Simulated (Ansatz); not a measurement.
The reference is ZnSiP2 in the chalcopyrite structure (space group I-42d, No. 122; a = 5.353 Å, c = 10.446 Å). Axes: x, y, z lie along a, b, c of the conventional cell.

Computed with DFT with PBEsol, PAW potentials and a 420 eV plane-wave cutoff in Ansatz (a quantum-chemistry and plane-wave program), scalar-relativistic without spin-orbit coupling, earlier PAW set.

The change: the symmetric strain tensor [-0.0159 0.0112 -0.0053; 0.0112 0.0134 0.0018; -0.0053 0.0018 0.0001], atoms relaxed at fixed cell.

Q: How does this affect the energy relative to the base, largest internal atomic displacement and stress?

A: The energy goes up by 4.6 meV/atom; the largest internal atomic displacement is 0.021 Å; the stress (xx, yy, zz, yz, xz, xy; compression positive) amounts to (1.43, -0.90, 0.21, -0.24, 0.77, -1.58) GPa.

Stability against distortions was not tested.
